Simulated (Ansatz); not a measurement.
The reference is GaSb in the zinc blende structure (space group F-43m, No. 216; a = 6.111 Å). Axes: x, y, z lie along the cube axes.

Calculations: plane-wave PAW DFT at the PBEsol level (Ansatz, a quantum-chemistry and plane-wave program, 420 eV), no spin-orbit coupling.

For the base:

- Pressure = 0.0 GPa
- Shortest interatomic distance = 264.6 pm

Now apply this change: uniaxial strain ε_zz = +2.50 %, all other strain components held at zero, atoms relaxed at fixed cell.

Question: How does this affect the energy relative to the base, pressure and shortest interatomic distance?

Answer: The energy increases by 4.4 meV/atom; the pressure (mean of the normal stresses, compression positive) goes from zero to -1.2 GPa; the shortest interatomic distance grows by 2.22 pm to 266.9 pm.

Whether these cells are dynamically stable was not tested. The final runs are not spin-polarised.
